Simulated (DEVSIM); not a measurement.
Structure: Schottky contact on n-type Si, at 350 K.

Layer 1 from the left is Si, thickness (μm) 4.30, Nd (cm⁻³) 3.6e15, τn (s) 8.4e-6, τp (s) 8.4e-6.

Left contact: Schottky, work function 4.94 eV, emission velocity 5.8e6 cm/s. Right contact: ohmic. Voltage is applied to the left contact. Recombination: SRH at mid-gap. Gap narrowing is on: ΔEg = 6.92 meV × (l + √(l² + 0.5)), l = ln(N/1.3e17 cm⁻³), shared equally by both band edges. Mobility is constant in doping.

The device is made up for the run: typed textbook-type constants, with dimensions and the other settings drawn at random. Values at 300 K; Nc and Nv go as T^1.5, mobilities as T to minus their exponent, the gap by Varshni's rule with the affinity fixed.

Si: gap (eV) 1.124, affinity (eV) 4.05, permittivity 11.7, Nc (cm⁻³) 2.86e19, Nv (cm⁻³) 3.1e19, μn (cm²/Vs) 1417, μp (cm²/Vs) 470, T exponent of μn 2.3, T exponent of μp 2.2, Varshni α (eV/K) 0.000473, Varshni β (K) 636.

Model (solved in DEVSIM): 1D drift-diffusion, Boltzmann statistics, complete ionisation; no tunnelling, impact ionisation, image-force lowering or self-heating. Metal contacts follow the ideal Schottky-Mott rule: no Fermi-level pinning, no interface dipoles.

Dark forward current:

```tsv
|V| (V)	|J| (A/cm²)
0.05	1.864e-5
0.10	0.0001154
0.15	0.0006180
0.20	0.003225
0.25	0.01672
0.30	0.08621
0.35	0.4398
0.40	2.161
0.45	9.346
0.50	30.40
0.55	71.53
0.60	134.1
0.65	218.6
0.70	325.3
0.75	454.2
0.80	605.1
0.85	777.6
0.90	971.1
0.95	1185
1.00	1418
1.05	1670
1.10	1939
1.15	2225
```

**Question.** Work out the local ideality factor n = ΔV / (kT/q · ln(J2/J1)) between the rows 0.15 and 0.20 V, 1.10 and 1.15 V.

**Answer.** kT/q = 30.16 mV. From 0.15 to 0.20 V: ln(0.003225/0.0006180) = 1.652, n = 1.00, near the 1 of diffusion or emission over a barrier. From 1.10 to 1.15 V: ln(2225/1939) = 0.138, n = 12.05.

**Question.** Estimate the current at 0.25 V for emission alone, J0 = q v N_band exp(−φB/kT), and read the barrier back from the simulated current.

**Answer.** φB = 0.890 eV, N_band = 3.60e19 cm⁻³, J0 = 5.12e-6 A/cm²; J = J0 (exp(qV/kT) − 1) = 0.0204 A/cm². The simulation gives 0.0167 A/cm²; the estimate lies 22 % above. Read backwards, the simulated current gives an apparent barrier of 0.896 eV. The estimate leaves out transport through the depletion region and minority injection.
